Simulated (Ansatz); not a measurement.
Band structure of TlCuO₂ (P6_3/mmc, 8 atoms in the cell).

```yaml
crystal:
  lattice:
    - [3.53703, 0.00000, 0.00000]
    - [-1.76852, 3.06316, 0.00000]
    - [0.00000, 0.00000, 11.77167]
  atoms:
    - { symbol: Tl, position: [0.00000, 0.00000, 0.50000] }
    - { symbol: Tl, position: [0.00000, 0.00000, 0.00000] }
    - { symbol: Cu, position: [0.33333, 0.66667, 0.25000] }
    - { symbol: Cu, position: [0.66667, 0.33333, 0.75000] }
    - { symbol: O, position: [0.33333, 0.66667, 0.40433] }
    - { symbol: O, position: [0.66667, 0.33333, 0.59567] }
    - { symbol: O, position: [0.66667, 0.33333, 0.90433] }
    - { symbol: O, position: [0.33333, 0.66667, 0.09567] }
```

Method of the run: PBEsol, PAW files made with PBE (plane waves; Ansatz, a first-principles code).

Settings: kpoints.mp_grid.grid = 9 9 3; hamiltonian.xc = pbesol; hamiltonian.pseudopotentials = {kind: paw} (the program's default PAW files); scf.occupations.method = gaussian; scf.occupations.width = 0.05 eV; kpoints.band_path.npoints = 8.

The starting cell comes from a database of computed structures (which also holds hypothetical and non-ambient phases and stackings), without a prior relaxation at this level. Spin-orbit coupling is off. Spin polarisation is off, so a magnetic state, if there is one, cannot be reached. The run gives no clean gap (levels at the Fermi energy touch, overlap or are partly filled at this smearing), which alone does not show that the compound is a metal.

Levels in eV from the Fermi level, bands 41 to 48:
| point | 41 | 42 | 43 | 44 | 45 | 46 | 47 | 48 |
|---|---|---|---|---|---|---|---|---|
| Γ | -0.90 | -0.35 | -0.35 | -0.03 | -0.03 | 0.05 | 3.53 | 3.90 |
| M | -0.60 | -0.22 | -0.09 | 0.02 | 1.83 | 2.56 | 3.52 | 3.95 |
| K | -0.41 | -0.41 | -0.07 | -0.07 | 2.55 | 2.91 | 4.76 | 5.04 |
| A | -0.41 | -0.41 | -0.17 | -0.17 | -0.17 | -0.17 | 3.74 | 3.74 |
| L | -0.24 | -0.24 | -0.13 | -0.13 | 2.22 | 2.22 | 3.77 | 3.77 |
| H | -0.57 | -0.57 | 0.00 | 0.00 | 2.75 | 2.75 | 4.88 | 4.88 |

Bands cross the Fermi level along this path, so the cell is metallic at this level.

Keys are those of Ansatz 0.2.
